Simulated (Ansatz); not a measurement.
The parent structure is PbTe in the zinc blende structure (space group F-43m, No. 216; a = 7.2060 Å; a hypothetical phase, not in the database extracts checked).

All numbers come from PBEsol (Ansatz, a quantum-chemistry and plane-wave program), no spin-orbit coupling.

Before the change:

| Quantity | Value |
|---|---|
| Valley order | X along ⟨100⟩ 0.45 eV; a point along ⟨110⟩, about 0.2 Å⁻¹ from Γ 1.42 eV |

It is then changed as follows: electron doping at 7.0×10^20 cm⁻³ (0.0655 per cell), with a uniform compensating background at fixed cell and a 300 K Fermi–Dirac width.

Problem. What happens to the valley order and Fermi level from band edge?

Solution. The valley order (the lowest conduction-band minima on the path, energy above the VBM, named in the base's zone) changes from X along ⟨100⟩ 0.45 eV; a point along ⟨110⟩, about 0.2 Å⁻¹ from Γ 1.42 eV to X along ⟨100⟩ 0.42 eV; a point along ⟨110⟩, about 0.2 Å⁻¹ from Γ 1.42 eV; the Fermi level relative to the doped band's edge (positive inside the band; to 0.05 eV) is +0.20 eV.

Charged cell with a jellium background: band edges are those of the host's band count, energies are not comparable with the neutral cell, and many-body gap narrowing is missing. Spin-orbit coupling, missing from the scalar runs, can matter with Pb and Te. The levels and masses belong to the bands next to the band gap. Whether these cells are dynamically stable was not tested.
